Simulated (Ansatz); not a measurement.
# How the bulk modulus B0 of TiSi₂ (model structure, started from the C49 type, Cmcm, No. 63, 6 atoms in the cell) moves with the method

No measured value is used here.

```tsv
level (code)	value (GPa)	cell (Å³/atom)
LDA (Ansatz)	144	13.60
PBEsol (Ansatz)	138	13.91
r²SCAN (Ansatz)	130	14.17
```

The crystal itself was run without spin with LDA, PBEsol, r²SCAN; a magnetic state was not tried in these runs. LDA, PBEsol, r²SCAN: the bulk modulus is −V dP/dV from two relaxed cells at ±2 % in volume. Each level is taken at its own relaxed cell. Cutoffs differ between the levels. Ansatz's density-functional and Hartree–Fock values are scalar-relativistic unless marked +SOC, with PAW data made under PBE.

A model structure was made by putting elements into a prototype or built by hand; it is no filed structure, need not be a known phase, and can be a saddle point held by its symmetry.

Ansatz is a quantum-chemistry and plane-wave program.
